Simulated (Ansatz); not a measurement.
## Input and output of a self-consistent single point for VS (P6_3/mmc, 4 atoms in the cell) (Ansatz)

Method of the run: LDA (PW92), default PAW files made with PBE (plane waves; Ansatz, a first-principles code).

The input file:

Ansatz 0.2 input:
```yaml
# VS
crystal:
  lattice:
    - [3.160291, 0.000000, 0.000000]
    - [-1.580145, 2.736892, 0.000000]
    - [0.000000, 0.000000, 6.108749]
  atoms:
    - { symbol: V, position: [0.000000, 0.000000, 0.000000] }
    - { symbol: V, position: [0.000000, 0.000000, 0.500000] }
    - { symbol: S, position: [0.666667, 0.333333, 0.250000] }
    - { symbol: S, position: [0.333333, 0.666667, 0.750000] }
basis:
  ecutwfc: 30.9 Ry
kpoints:
  mp_grid: { grid: [12, 12, 6] }
hamiltonian:
  xc: lda
  pseudopotentials: { kind: paw }
scf:
  occupations: { method: fermi_dirac, width: 0.0073 Ry }
output:
  forces: true
  eigenvalues: true
  stress: true
```

Output, abridged:

```
WARN the atoms were moved onto the symmetric positions of the space group found under crystal.symmetry.tolerance 1.0e-5 (fractional …
WARN ansatz: RAYON_NUM_THREADS=1 ignored (pool sized by the plan → 1); use --threads N
Pseudopotentials: kind: paw
Pseudopotential: V, paw, valence charge 13
Pseudopotential: S, paw, valence charge 6
Crystal: 4 atoms, lattice volume = 52.837 Å³
Basis set: ecut = 420.4159175005146 eV, 1029 PW (Γ)
Bands: 23, of which v1, the nominal top of the filled ones, is band 19 counted from 1 (18 counted from 0)
Symmetry: 24 space group operations
Space group: P63/mmc (ITA 194), of the structure as read, at distance tolerance 3.8e-5 Å
k-points: 76 of 864
PAW frozen core: V, regenerated for the run's functional, and the local potential with it
PAW frozen core: S, regenerated for the run's functional, and the local potential with it
Initial density: superposition of atomic densities (neutral atoms: chi_scale 0, normalization atom), corrected by the library's trained network
Initial wavefunctions: pseudopotential atomic-orbital guess
Eigensolver: davidson
Functional: x = slater, c = lda
SCF iter   1: F=—  HF=-7464.328111 eV  |F-HF|=—  |Δ(HF+E_count)|=         —  Δρ=6.92e-3  dr2=1.32e-2  ethr=1.77e-3  ⟨swp⟩=5.0  Hψ=15387  notcnv=0
all-band conjugate gradients solve this SCF's bands
automatic band count: the SCF goes on with 27 bands, as 23 were too few: the levels above may hold too much charge
preconditioner: auto → Kerker (q_TF=auto, 2.582 Å⁻¹)
SCF iter   2: F=—  HF=-7464.325490 eV  |F-HF|=—  |Δ(HF+E_count)|=   2.62e-3  Δρ=3.95e-3  dr2=5.58e-3  ethr=3.47e-5  ⟨swp⟩=1.1  Hψ=2693  notcnv=0
SCF iter   3: F=—  HF=-7464.324063 eV  |F-HF|=—  |Δ(HF+E_count)|=   1.43e-3  Δρ=6.48e-4  dr2=2.87e-4  ethr=1.47e-5  ⟨swp⟩=1.0  Hψ=2052  notcnv=0
SCF iter   4: F=—  HF=-7464.323992 eV  |F-HF|=—  |Δ(HF+E_count)|=   7.17e-5  Δρ=1.64e-4  dr2=1.26e-5  ethr=7.56e-7  ⟨swp⟩=2.3  Hψ=2887  notcnv=0
SCF iter   5: F=—  HF=-7464.323989 eV  |F-HF|=—  |Δ(HF+E_count)|=   2.54e-6  Δρ=3.53e-5  dr2=6.77e-7  ethr=3.32e-8  ⟨swp⟩=2.0  Hψ=2326  notcnv=0
SCF iter   6: F=-7464.323989 eV  HF=-7464.323989 eV  |F-HF|=4.06e-8  |Δ(HF+E_count)|=   1.07e-7  Δρ=1.29e-5  dr2=7.82e-8  ethr=2.63e-10  ⟨swp⟩=4.5  Hψ=6633  notcnv=0
SCF 1 converged in 6 iterations: F = -7464.323989 eV  dr2 = 7.82e-8
SCF converged after 6 iterations
Free energy (F): -7464.323989 eV
Harris-Foulkes:  -7464.323989 eV  (|F-HF|=4.06e-8)
Internal energy: -7464.222409 eV  (E = F + TS)
E sigma→0 (E₀):  -7464.273199 eV
Entropy (-TS):   -0.101580 eV (-25.395 meV/atom)
Fermi energy:    15.197930 eV
--- Per-component energies (eV) ---
  E_band       = -269.559717
  E_kinetic    = 898.366963
  E_local      = -2281.144149  (includes V_loc(G=0)·N_el)
  E_nonlocal   = -21.855663
  E_hartree    = 1029.180386
  E_xc         = -455.681084
  E_vxc        = -511.196529  (∫ρ·V_xc dr)
  E_paw        = -3263.303233  (= ΣΔE_a)
  E_vpaw       = -412.099196  (= ΣTr[D̂ρ^β])
  E_aug_tail   = 0.000507  (compensation charges beyond the density's cutoff)
  E_ewald      = -3370.784830
  E_core_change = 0.998695  (= ΣΔE_core)
  E_smearing   = -0.101580  (= −TS)
  E_closure    = -0.000000  (closes the sum)
  Σ components = -7464.323989   (vs F -7464.323989, Δ=0.00e0)
--- Forces (eV/Å), atoms counted from 1 ---
  atom   1  V      0.00000000     0.00000000    -0.00000000
   [... zero for the other atoms too ...]
  max |Σ_I F_I| component: 4.63e-18 eV/Å
--- Stress (GPa, compression-positive) ---
       -9.224371       0.000000       0.000000
        0.000000      -9.224371       0.000000
        0.000000       0.000000     -10.921784
  P = ⅓ Tr σ = -9.7902 GPa (-97.902 kbar)
  The stress holds the Pulay correction. Without it, at fixed plane waves, as pw.x and ABINIT print it: P = -9.8378 GPa
--- Band table (eV; the first three rows and the last of 76) ---
  k-point 0: bands = ["-48.8098", "-48.7946", "-23.2038", "-23.0195", "-22.9259", "-22.9259", "-22.9092", "-22.9092", "-1.3329", "0.2623", "6.5800", "10.9127", "10.9127", "11.9169", "12.2634", "13.7794", "13.7794", "14.0806", "14.0806", "14.3277", [...]
  k-point 1: bands = ["-48.8088", "-48.7956", "-23.1916", "-23.0320", "-22.9248", "-22.9248", "-22.9103", "-22.9103", "-1.2494", "0.1183", "6.8558", "11.0031", "11.0039", "11.0039", "13.0103", "13.0645", "13.0645", "14.3905", "14.3905", "14.7817", [...]
  k-point 2: bands = ["-48.8060", "-48.7984", "-23.1582", "-23.0661", "-22.9218", "-22.9218", "-22.9134", "-22.9134", "-1.0097", "-0.2347", "7.5984", "9.8218", "11.2753", "11.2753", "12.3235", "12.3235", "13.8004", "14.5682", "14.5682", "15.0428", [...]
  k-point 75: bands = ["-48.7819", "-48.7819", "-23.0748", "-23.0748", "-23.0353", "-23.0353", "-23.0320", "-23.0320", "1.2251", "1.2251", "8.1808", "8.1808", "8.7593", "8.7593", "9.5803", "9.5803", "14.0930", "14.0930", "15.8615", "15.8615", [...]
```

The run converged in 6 iterations.

The starting cell comes from a database of computed structures (which also holds hypothetical and non-ambient phases and stackings), without a prior relaxation at this level. Its lattice was rescaled by up to half a per cent. Spin polarisation is off, so a magnetic state, if there is one, cannot be reached. With a pressure of about -10 GPa the cell is away from its equilibrium volume at this level. Ansatz's pressure includes its estimate of the finite-basis (Pulay) stress.
